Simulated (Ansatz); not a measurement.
# CoO (P6₃mc, No. 186, 4 atoms in the cell; start mp-19128; a measured phase of this formula has another space group)

All values below come from r²SCAN+rVV10 (Ansatz, an electronic-structure program, plane waves, PAW).

Settings: plane-wave cutoff 560 eV, 18×18×12 k mesh (along the axes of the cell as run), Fermi–Dirac smearing 0.05 eV, spin-polarised start, scalar-relativistic PAW data made under PBE.

Cell (relaxed at this level):

CoO is modelled in the hexagonal space group P6₃mc (No. 186), the wurtzite structure, Pearson symbol hP4. Conventional cell: a = 3.1891 Å, b = 3.1891 Å, c = 5.2209 Å, α = 90.00°, β = 90.00°, γ = 120.00°. Co on 2b is surrounded by 4 O at 1.921–1.966 Å (tetrahedral). O on 2b is coordinated by 4 Co at 1.921–1.966 Å (tetrahedral). (Neighbours: up to the widest gap in distance over summed covalent radii, below 1.35, at either atom; cation-cation and far metal-metal contacts left out.)

```yaml
band_gap: 0.63 eV (on the SCF k mesh)
```

Note: the magnetic order was assumed, not searched for or taken from measurement; the relaxation could not lower the start's symmetry, so the cell can be a saddle point above a distorted one.

Computed values are for the static lattice.

Computing time: very roughly 26 core-minutes.

A start named mp-… is a Materials Project structure, which need not be a measured phase.
